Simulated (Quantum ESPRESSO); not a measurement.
Density of states of Si2Ni (Fm-3m, 3 atoms in the cell).

```
CELL_PARAMETERS angstrom
     -2.75052     0.00000     2.75052
      0.00000     2.75052     2.75052
     -2.75052     2.75052     0.00000
ATOMIC_POSITIONS crystal
  Si 0.25000 0.25000 0.25000
  Si 0.75000 0.75000 0.75000
  Ni 0.00000 0.00000 0.00000
```

Method: PBE, PseudoDojo standard norm-conserving (PBE) pseudopotentials (plane waves; Quantum ESPRESSO).

SCF settings: ecutwfc = 100 Ry; occupations = smearing; smearing = marzari-vanderbilt; degauss = 0.0073499 Ry; potentials = {Si: Si.upf, Ni: Ni.upf}; K_POINTS = automatic 7 7 7 0 0 0; conv_thr = 1e-10 Ry; mixing_beta = 0.7. Keys of the DOS step: nscf.calculation = nscf; nscf.occupations = tetrahedra_opt; nscf.nbnd = 20; nscf.startingwfc = random; nscf.diago_thr_init = 1e-06; nscf.K_POINTS = automatic 14 14 14 0 0 0; dos.x.fildos = dos.dat; dos.x.Emin = -15 eV; dos.x.Emax = 30 eV; dos.x.DeltaE = 0.1 eV.

The starting cell comes from a database of computed structures (which also holds hypothetical and non-ambient phases and stackings), without a prior relaxation at this level. Its lattice was rescaled by a random factor within 2.5 % of one. Spin polarisation is off.

Total DOS (both spins), as means of the tabulated values in each energy bin; the zero is the program's Fermi level or highest filled level, and the curve is cut to this window:

```
E (eV)  states/eV/cell
------  --------------
-7.75             0.68
-7.25             0.81
-6.75             0.76
-6.25             0.77
-5.75             0.94
-5.25             1.36
-4.75             3.11
-4.25             2.88
-3.75             2.25
-3.25             5.39
-2.75             3.82
-2.25             2.32
-1.75             1.70
-1.25             1.10
-0.75             0.73
-0.25             0.76
0.25              1.04
0.75              1.29
1.25              1.51
1.75              0.56
2.25              2.16
2.75              1.64
```

Around zero the curve holds about 0.9 states/eV/cell.
